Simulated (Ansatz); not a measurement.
This Ansatz (a quantum-chemistry and plane-wave program) input is the reference run, YP in the zinc blende structure (space group F-43m, No. 216; a hypothetical phase, not in the database extracts checked), computed with plane-wave PAW DFT at the r2SCAN level (Ansatz, 500 eV), scalar-relativistic without spin-orbit coupling:

Ansatz 0.2 input:
```yaml
crystal:
  lattice:
    - [0, 3.1444800009, 3.1444800009]
    - [3.1444800009, 0, 3.1444800009]
    - [3.1444800009, 3.1444800009, 0]
  atoms:
    - { symbol: P, position: [0.25, 0.25, 0.25] }
    - { symbol: Y, position: [0, 0, 0] }
basis: { ecutwfc: 500, ecutrho_ratio: 4, xc_grid: 4, fft_grid_basis: typed }
kpoints: { mp_grid: { grid: [9, 9, 9] } }
hamiltonian:
  xc: r2scan
  dispersion: none
  pseudopotentials: { kind: paw }
scf: { occupations: { method: fermi_dirac, width: 0.05 }, convergence: { dr2_threshold: 0.0000000002 } }
output: { forces: true, stress: true }
```

**Question.** Write the input for this change: strain tensor (xx, yy, zz, yz, xz, xy) = (+1.23, +0.36, +1.18, −0.75, +0.44, −1.29) %; the atoms relax in the strained cell.

**Answer.** 
Ansatz 0.2 input:
```yaml
crystal:
  lattice:
    - [-0.026885304, 3.1323737529, 3.1581584889]
    - [3.1968355929, -0.063990168, 3.1952633529]
    - [3.1425933129, 3.1152363369, -0.009747888]
  atoms:
    - { symbol: P, position: [0.25, 0.25, 0.25] }
    - { symbol: Y, position: [0, 0, 0] }
basis: { ecutwfc: 500, ecutrho_ratio: 4, xc_grid: 4, fft_grid_basis: typed }
kpoints: { mp_grid: { grid: [9, 9, 9] } }
hamiltonian:
  xc: r2scan
  dispersion: none
  pseudopotentials: { kind: paw }
scf: { occupations: { method: fermi_dirac, width: 0.05 }, convergence: { dr2_threshold: 0.0000000002 } }
relax: { f_tol: 0.005, max_steps: 50 }
output: { forces: true, stress: true }
checkpoint: { write: state.ck, write_every: 1000 }
```
This is the input that was run.

No phonon test of stability was made.
